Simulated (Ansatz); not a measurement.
Start from Al₂Pt (space group Fm-3m, No. 225; relaxed with 0.1 eV smearing).

```
CELL_PARAMETERS angstrom
      0.00000     2.94835     2.94835
      2.94835     0.00000     2.94835
      2.94835     2.94835     0.00000
ATOMIC_POSITIONS crystal
  Al 0.25000 0.25000 0.25000
  Al 0.75000 0.75000 0.75000
  Pt 0.00000 0.00000 0.00000
```

Cartesian axes are those of the cell as printed.

Method: DFT with PBEsol, PAW potentials and a 420 eV plane-wave cutoff in Ansatz (a quantum-chemistry and plane-wave program), spin-orbit coupling left out.

The change: tensor shear ε_xy = +1.71 % (engineering shear γ = 0.0342); the atoms relax in the strained cell.

Question: Predict the stress tensor and what it implies for the stiffness.

Answer: Stress of the strained cell less that of the base (GPa, compression positive):
```
   -0.1    -1.6     0.0
   -1.6    -0.1     0.0
    0.0     0.0     0.3
```

Then −Δσ/γ with γ = 2ε = 0.0342 gives secant stiffness values (nonlinear terms included at this strain): C66 ≈ 48 GPa.

No phonon test of stability was made. The final runs are not spin-polarised.
